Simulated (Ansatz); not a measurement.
Functionals compared on a constructed model of the (110) surface of bcc Ta, a pseudomorphic layer of Sc in the host's stacking (bottom of the slab: a bare face, its two planes held), in Ansatz (plane waves, PAW). The structure was relaxed with PBE; the other rows are single points on it. Cutoff 420 eV (500 eV for r2SCAN).

Set-up: 7 atoms, 14.8 Å thick at the start; mesh 14x14x1; 0.1 eV smearing; dipole correction on; 2 atoms held, the rest relaxed; start symmetry kept, larger cells not searched; no spin, no spin-orbit, no U. It is one candidate, not shown to be the stable structure of the face. These notes are the PBE run's.

```csv
functional,work function of the top face (eV),rough cost of the single point
PBE,4.04,–
RPBE,3.96,very roughly 70 core-seconds
r2SCAN,4.21,very roughly 2.2 core-minutes
```

Ansatz is a quantum-chemistry and plane-wave program.
